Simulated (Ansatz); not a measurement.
Converging the plane-wave cutoff: Cu3AsSe4 (Fmm2, 8 atoms in the cell)

```xyz
8
Lattice="-2.7714 2.7714 5.5085 2.7714 -2.7714 5.5085 2.7714 2.7714 -5.5085" Properties=species:S:1:pos:R:3 pbc="T T T"
Cu     2.7714     0.0000     2.7543
Cu     0.0000     2.7714     2.7543
Cu     0.0000     0.0000     5.5585
As     0.0000     0.0000     0.0000
Se    -1.3649     1.3649     6.9281
Se     1.3649     1.3649     4.0890
Se     1.3649    -1.3649     6.9281
Se     1.4065     1.4065    -1.4195
```

Level of theory: PBEsol, default PAW files made with PBE (plane waves; Ansatz, an electronic-structure program).

Base settings: basis.ecutwfc = 420 eV; kpoints.mp_grid.grid = 3 3 3; hamiltonian.xc = pbesol; hamiltonian.pseudopotentials = {kind: paw} (the program's default PAW files); scf.occupations.method = fermi_dirac; scf.occupations.width = 0.1 eV.

The second cell is the first with its lattice scaled by 0.98.

The mesh stays at the base's, so the ladder's end is converged at best in this setting alone.

The first pressure column holds Ansatz's estimate of the finite-basis (Pulay) stress, which hides part of the cutoff error; the other is without it.

Only quantities that move along the ladder and can be compared are tabulated.

The count of work is k-points × plane waves × bands × iterations; it is no time. 

The starting cell comes from a database of computed structures (which also holds hypothetical and non-ambient phases and stackings), without a prior relaxation at this level. Its lattice was rescaled by up to half a per cent. One atom was moved a little off its site on purpose. Spin polarisation is off. The run gives no clean gap (levels at the Fermi energy touch, overlap or are partly filled at this smearing), which alone does not show that the compound is a metal. Without a gap this mesh is coarse (it stands for a supercell whose shortest vector is 17 Å).

Steps (basis.ecutwfc): 145 eV; 170 eV; 190 eV; 210 eV; 230 eV; 250 eV; 295 eV; 335 eV; 380 eV; 420 eV; 460 eV; 505 eV; 565 eV; 630 eV; 735 eV; 840 eV; 1010 eV.

Task: What is the coarsest basis.ecutwfc that holds the free energy within 2 meV/atom of the last step, with all finer ones?

Result: 420 eV, at 0.27 of the last step's count of work; the step before is off by 2.7 meV/atom.

Task: What is the coarsest basis.ecutwfc that holds the energy of the compressed cell less the first within 2 meV/atom of the last step, with all finer ones?

Result: 295 eV, at 0.20 of the last step's count of work; the step before is off by 3.0 meV/atom.

Task: What is the coarsest basis.ecutwfc that holds the pressure without the Pulay estimate within 0.5 GPa of the last step, with all finer ones?

Result: 380 eV, at 0.23 of the last step's count of work; the step before is off by 1.7 GPa.

| basis.ecutwfc | free energy less the last step's (meV/atom) | energy of the compressed cell less the first (meV/atom) | pressure (GPa) | pressure without the Pulay estimate (GPa) | largest difference of a force vector from the last step's (eV/Å) | count of work / last |
|---|---|---|---|---|---|---|
| 145 eV | 51877.90 | 317.90 | 5.76 | -1339.62 | 1.954 | 0.070 |
| 170 eV | 21713.02 | -157.19 | 10.59 | -633.81 | 1.159 | 0.091 |
| 190 eV | 10902.09 | 102.88 | 1.12 | -357.87 | 1.164 | 0.12 |
| 210 eV | 5478.40 | 63.84 | 1.26 | -205.73 | 0.682 | 0.15 |
| 230 eV | 2608.72 | 10.82 | 0.83 | -113.99 | 0.274 | 0.15 |
| 250 eV | 1183.82 | 18.83 | 0.81 | -60.66 | 0.134 | 0.14 |
| 295 eV | 156.31 | 17.48 | -0.44 | -11.66 | 0.031 | 0.20 |
| 335 eV | 19.04 | 15.77 | -0.20 | -1.99 | 0.011 | 0.19 |
| 380 eV | 2.74 | 15.90 | -0.23 | -0.33 | 0.000 | 0.23 |
| 420 eV | 1.77 | 15.83 | -0.24 | -0.28 | 0.001 | 0.27 |
| 460 eV | 1.04 | 15.81 | -0.24 | -0.28 | 0.000 | 0.31 |
| 505 eV | 0.49 | 15.81 | -0.24 | -0.26 | 0.000 | 0.35 |
| 565 eV | 0.23 | 15.82 | -0.24 | -0.25 | 0.000 | 0.41 |
| 630 eV | 0.12 | 15.81 | -0.24 | -0.25 | 0.000 | 0.49 |
| 735 eV | 0.04 | 15.80 | -0.24 | -0.24 | 0.000 | 0.62 |
| 840 eV | 0.02 | 15.80 | -0.24 | -0.24 | 0.000 | 0.75 |
| 1010 eV | 0.00 | 15.80 | -0.24 | -0.24 | 0.000 | 1.0 |

The energy difference between the two cells stays within 1 meV/atom of the last step's from 335 eV on, the total only from 505 eV on: much of the error is common to both cells and cancels.

At the lowest cutoff the pressure without the Pulay estimate lies 1340 GPa under the last step's, the usual sign of Pulay stress in an incomplete plane-wave basis.

Keys are those of Ansatz 0.2.
